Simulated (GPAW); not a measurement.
How a calculation on Ti₃Al (P6_3/mmc, 8 atoms in the cell) responds to its settings

```yaml
crystal:
  lattice:
    - [5.67815, 0.00000, 0.00000]
    - [-2.83908, 4.91742, 0.00000]
    - [0.00000, 0.00000, 4.57452]
  atoms:
    - { symbol: Ti, position: [0.82990, 0.65980, 0.25000] }
    - { symbol: Ti, position: [0.17010, 0.34020, 0.75000] }
    - { symbol: Ti, position: [0.17010, 0.82990, 0.75000] }
    - { symbol: Ti, position: [0.82990, 0.17010, 0.25000] }
    - { symbol: Ti, position: [0.34020, 0.17010, 0.25000] }
    - { symbol: Ti, position: [0.65980, 0.82990, 0.75000] }
    - { symbol: Al, position: [0.33333, 0.66667, 0.25000] }
    - { symbol: Al, position: [0.66667, 0.33333, 0.75000] }
```

Base run A: PBEsol, GPAW PAW datasets PBEsol (made by gpaw-setup) run with GPAW, self-consistent single point.

Its settings: mode = pw; ecut = 850 eV; xc = PBEsol; kpts = 4 4 4; mesh shift (steps) = 0 0 0; occupations.name = fermi-dirac; occupations.width = 0.1 eV; nbands = -16; convergence.density = 1e-05 e/electron; symmetry.symmorphic = false; symmetry.tolerance = 0.0005; maxiter = 150.

The starting cell comes from a database of computed structures (which also holds hypothetical and non-ambient phases and stackings), without a prior relaxation at this level. Its lattice was rescaled by a random factor within 2.5 % of one. Spin polarisation is off. Without a gap this mesh is coarse (it stands for a supercell whose shortest vector is 18 Å).

Runs:
- B: xc: PBEsol → LDA; potentials: GPAW PAW datasets LDA (gpaw-data 1.0.1) [LDA (Perdew-Wang 92)]
- C: xc: PBEsol → PBE; potentials: GPAW PAW datasets PBE (gpaw-data 1.0.1) [PBE]
- D: xc: PBEsol → RPBE; potentials: GPAW PAW datasets RPBE (gpaw-data 1.0.1) [RPBE]
- E: xc: PBEsol → revPBE; potentials: GPAW PAW datasets revPBE (gpaw-data 1.0.1) [revPBE]
- F: xc: PBEsol → BLYP; potentials: GPAW PAW datasets BLYP (made by gpaw-setup) [BLYP]
- G: xc: PBEsol → PW91; potentials: GPAW PAW datasets PW91 (made by gpaw-setup) [PW91]
- H: xc: PBEsol → vdW-DF2 (libvdwxc); potentials: GPAW PAW datasets PBE (gpaw-data 1.0.1) [vdW-DF2]
- I: xc: PBEsol → vdW-DF-cx (libvdwxc); potentials: GPAW PAW datasets PBE (gpaw-data 1.0.1) [vdW-DF-cx]

| run | pressure (GPa) | largest force (eV/Å) |
|---|---|---|
| A | 1.83 | 0.084 |
| B | -2.45 | 0.075 |
| C | … | 0.071 |
| D | 9.19 | 0.069 |
| E | 8.35 | 0.071 |
| F | 8.68 | 0.061 |
| G | … | 0.078 |
| H | 10.12 | 0.063 |
| I | … | 0.109 |

Task: What belongs in the gaps?

Result: 
- C, pressure (GPa): 5.97
- G, pressure (GPa): 5.31
- I, pressure (GPa): 3.76
